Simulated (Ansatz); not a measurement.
Effect of biaxial strain +2.00 %, plane normal [001], relaxed out of plane on TlBr

Base system: TlBr in the CsCl type structure (space group Pm-3m, No. 221; a = 3.915 Å). Axes: x, y, z lie along the cube axes.

Now apply this change: biaxial strain +2.00 %, plane normal [001], relaxed out of plane (Cartesian); in-plane vectors clamped, the third vector and the atoms free.

Calculations: DFT with PBEsol, PAW potentials and a 420 eV plane-wave cutoff in Ansatz (an electronic-structure program), no spin-orbit coupling. Settings: 9×9×9 k-points, 0.05 eV Fermi–Dirac smearing.

| quantity | base | changed | shift |
|---|---|---|---|
| space group | Pm-3m (No. 221) | P4/mmm (No. 123) | – |
| shortest interatomic distance | 339.0 pm | 341.8 pm | +2.74 pm |
| energy relative to the base (free energy F) | 0 meV/atom | +3.4 meV/atom | +3.4 meV/atom |
| pressure (mean of the normal stresses, compression positive) | 0.00 GPa | -0.60 GPa | -0.60 GPa |
| band gap | 1.59 eV | 1.49 eV | -0.10 eV |
| gap character | – | indirect, X → Z | – |
| smallest direct gap | 1.59 eV | 1.59 eV | 0.00 eV |
| electron mass | 0.14 mₑ along k, 0.20 mₑ across (at X) | 0.14 mₑ along k, 0.21 mₑ across (at X) | – |
| valley order (the lowest conduction-band minima on the path, energy above the VBM, named in the base's zone) | X along ⟨100⟩ 1.59 eV; R along ⟨111⟩ 1.81 eV | X along [001] 1.49 eV; X along [010] 1.69 eV; R along [111] 1.74 eV | – |
| out-of-plane strain | – | -1.62 % | – |
| ratio −ε⊥/ε∥ | – | 0.81 | – |
| mean in-plane stress (compression positive) | – | -0.9 GPa | – |

Final structure (turned so that z lies along the plane normal):

```yaml
crystal:
  lattice:
    - [3.99283, 0.00000, 0.00000]
    - [0.00000, 3.99283, 0.00000]
    - [0.00000, 0.00000, 3.85129]
  atoms:
    - { symbol: Tl, position: [0.00000, 0.00000, 0.00000] }
    - { symbol: Br, position: [0.50000, 0.50000, 0.50000] }
```

With Tl present, leaving out spin-orbit coupling can change the band edges. Masses are band curvatures over ±0.01 Å⁻¹ around the edge. Along k means along the line from Γ to the band edge. Stability against distortions was not tested. k-point labels follow each cell's own Brillouin zone.
